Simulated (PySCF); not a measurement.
PySCF 2.14.0, R2SCAN/def2-svp, df: Te(Cl)4 (Cl[Te](Cl)(Cl)Cl), 5 atoms. The geometry is a generated start, not checked to be a minimum at this level.

```yaml
task: energy
method: r2scan
basis: def2-svp
two_electron_scheme: density fitting
mol.max_memory: 3000 MB
mf.max_cycle: 100
mf.init_guess: minao (default)
mf.DIIS: CDIIS (default)
mf.diis_space: 8 (default)
mf.conv_tol: 1e-09 (default)
mf.grids.level: 3 (default)
effective_core_potentials: those of the basis set, past Kr
basis_functions: 98
grid_points: 97480
```

```xyz
5

Te    -0.0216     0.0011     0.6833
Cl     1.1910    -1.4766    -0.6217
Cl     1.8827     1.5088     0.3901
Cl    -1.1457     1.4686    -0.7094
Cl    -1.9064    -1.5018     0.2577
```

One run each on 2 threads, 1 BLAS thread. Values of level_shift (Hartree) tried: 0 (default), 0.1, 0.3, 1.

Question: How does the count of Fock builds change with level_shift (Hartree), and where is it least?

Answer: Fewest Fock builds, within one of each other: 0 (default) with 14, 0.1 with 13. The count rises to 54 at 1. All converge to one solution.

```
level_shift (Hartree)  Fock builds            end
---------------------  -----------  -------------
0 (default)                     14  same solution
0.1                             13  same solution
0.3                             21  same solution
1                               54  same solution
```
